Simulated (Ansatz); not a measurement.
Consider Hf in the hcp (Mg type) structure (space group P6_3/mmc, No. 194; a = 3.198 Å, c = 5.049 Å; relaxed with 0.1 eV smearing). Axes: x lies along a and z along c of the hexagonal cell.

Calculations: Ansatz (a program for electronic structure), r2SCAN, PAW, cutoff 500 eV, no spin-orbit coupling.

Modification: a pure shear with ε_xz = ε_zx = 0.0114, atoms relaxed at fixed cell.

Predict the stress tensor and what it implies for the stiffness.

Stress of the strained cell less that of the base (GPa, compression positive):
```
    0.0     0.0    -1.3
    0.0     0.0     0.0
   -1.3     0.0     0.0
```

Then −Δσ/γ with γ = 2ε = 0.0228 gives relaxed-ion elastic constants: C55 ≈ 59 GPa.

No phonon test of stability was made. The final runs are not spin-polarised.
